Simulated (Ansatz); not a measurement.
What each level gives and costs: CaPbF6 (Fm-3m, 8 atoms in the cell)

Cell: a = 6.1076 Å, b = 6.1076 Å, c = 6.1076 Å, α = 60.00°, β = 60.00°, γ = 60.00°.

Program: Ansatz (a program for electronic structure), default PAW files made with PBE; each row names its functional.

Base settings: basis.ecutwfc = 420 eV; kpoints.mp_grid.grid = 4 4 4; hamiltonian.xc = hse06; hamiltonian.pseudopotentials = {kind: paw} (the program's default PAW files); scf.occupations.method = gaussian; scf.occupations.width = 0.01 eV.

Differences are taken from HSE06, a reference of convenience: it is no measurement, and no ranking of the functionals follows.

Core times come from one kind of shared machine and are given to one figure; runs under 30 s give none.

The starting cell comes from a database of computed structures (which also holds hypothetical and non-ambient phases and stackings), without a prior relaxation at this level. Its lattice was rescaled by a random factor within 2.5 % of one. Spin-orbit coupling is off. Ansatz's pressure includes its estimate of the finite-basis (Pulay) stress.

```csv
level,gap on the mesh less reference (eV),pressure less reference (GPa),largest difference in the force on any atom (eV/Å),core time / reference (rough)
PBEsol,-2.198,0.59,0.406,–
PBE0,0.784,-0.04,0.002,1
HSE06,0.000,0.00,0.000,1
```

Keys are those of Ansatz 0.2.
